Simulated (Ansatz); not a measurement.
The parent structure is WSe2 in the 2H-MoS2 type structure (space group P6_3/mmc, No. 194; a = 3.230 Å, c = 12.411 Å; layered, stacked along the Cartesian z axis). Axes: x lies along a and z along c of the hexagonal cell.

The change: tensile biaxial strain of 1.02 % in the plane normal to [001], as in epitaxy on a mismatched substrate; the out-of-plane cell vector and the atoms relax.

Levels (all Ansatz, a quantum-chemistry and plane-wave program, PAW, earlier PAW set): PBEsol-D3(BJ) (420 eV, no spin-orbit coupling); r2SCAN (500 eV, no spin-orbit coupling).

The geometry is relaxed with PBEsol-D3(BJ).

| Property | Result |
|---|---|
| PBEsol-D3(BJ) band gap | 0.67 eV |
| PBEsol-D3(BJ) width of the top valence band | 1.69 eV |
| PBEsol-D3(BJ) smallest direct gap | 1.54 eV |

Question: What does r2SCAN give at this geometry for the band gap, width of the top valence band and smallest direct gap?

Answer: The band gap grows by 0.15 eV, from 0.67 eV to 0.82 eV; the width of the top valence band grows by 0.083 eV, from 1.69 eV to 1.78 eV; the smallest direct gap goes up by 0.13 eV (1.54 eV → 1.67 eV).

Single points use the geometry relaxed with PBEsol-D3(BJ). Spin-orbit coupling, missing from the scalar runs, can matter with W. Whether these cells are dynamically stable was not tested.
